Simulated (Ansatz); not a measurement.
# Pressure series in GaMo4S8

Base system: GaMo₄S₈ (space group F-43m, No. 216; a = 9.6654 Å).

Cell and atoms are relaxed at each pressure.

Computed with DFT with PBEsol, PAW potentials and a 420 eV plane-wave cutoff in Ansatz (a quantum-chemistry and plane-wave program), no SOC.

```csv
pressure (GPa),volume per atom (Å³/atom)
-2,17.720
-1,17.535
0,17.364
0.3,17.316
0.7,17.250
1.5,17.123
5,16.627
7.5,?
10,16.042
```

**Question.** Fit the third-order Birch–Murnaghan form P(V) = (3B₀/2)[(V₀/V)^(7/3) − (V₀/V)^(5/3)]·[1 + (3/4)(B₀′ − 4)((V₀/V)^(2/3) − 1)] (squares taken in P) to the rows shown and predict the withheld row.

**Answer.** Least squares on the printed values gives V₀ = 17.364 Å³/atom, B₀ = 104 GPa, B₀′ = 5.0; this predicts 16.320 Å³/atom, and the run gives 16.320 Å³/atom, in agreement.

Load acts through the strain it causes; cell and atoms are relaxed under it. No phonon test of stability was made. No other phases were tried under pressure. The base started in R3m and relaxed to F-43m at this level. The final runs are not spin-polarised. An odd electron count without spin: GaMo4S8.
